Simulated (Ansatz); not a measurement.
**Effective masses and thermopower of WS2 (P6_3/mmc)**

Consider the following.

```xyz
6
Lattice="3.1148 0.0000 0.0000 -1.5574 2.6975 0.0000 0.0000 0.0000 11.7723" Properties=species:S:1:pos:R:3 pbc="T T T"
W      0.0000     1.7983     2.9431
W      1.5574     0.8992     8.8292
S      0.0000     1.7983     7.2571
S      1.5574     0.8992     4.5152
S      1.5574     0.8992     1.3709
S      0.0000     1.7983    10.4014
```

All values below come from PBEsol+D3BJ, rigid bands (plane waves, PAW, scalar-relativistic; Ansatz, a quantum-chemistry and plane-wave program). Geometry: cell and atoms relaxed with PBEsol+d3bj.

- band gap: 0.65 eV
- electron conductivity mass (300 K, dilute): 0.48 (x), 0.48 (y), 0.41 (z) mₑ
- effective density of states N_c (300 K): 4.6e19 cm⁻³
- density-of-states mass, electrons: 1.49 mₑ
- Seebeck coefficient, n-type 1e19 cm⁻³, 300 K: -345 μV/K
- best n-type power factor at 300 K for τ = 10 fs (best axis; densities from 1e16 to 1e21 cm⁻³ tried, whether or not they can be reached): 17.6 μW/(cm·K²) at 1e20 cm⁻³

Rigid bands; masses and Seebeck coefficients take one relaxation time τ for all states and one kind of carrier; polarons and phonon drag are left out. Spin-orbit coupling is left out. Geometry: cell and atoms relaxed with PBEsol+D3(BJ).
